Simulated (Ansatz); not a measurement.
Structures of equal composition on the (100) surface of rock-salt TiC: Ta on all Ti sites of the second plane; Ta on all Ti sites of the top plane. The slabs share one bottom face, and each structure is named by its start. These are constructed structures in small cells; real faces may alloy, dewet or reconstruct in larger ones, and not all known structures of the face are among them. Slabs of about 10 Å, Fermi-Dirac smearing of 0.1 eV. Bottom of the slabs: a bare face, its two planes held. Relaxed from the named starts with such symmetry as they have, on meshes of like density; energies extrapolated to zero smearing; spin only where a row says so; no spin-orbit coupling, no U. Brackets mark spin-polarised runs, whose order is one that fits the cell.

Calculation: r2SCAN, at the PBE geometry (plane waves to 500 eV, PAW; Ansatz, a first-principles code).

Task: Order them by energy per 1x1 cell (lowest first) at the level r2SCAN, at the PBE geometry.

Result: Ta on all Ti sites of the top plane (0.000 eV), Ta on all Ti sites of the second plane (0.202 eV)
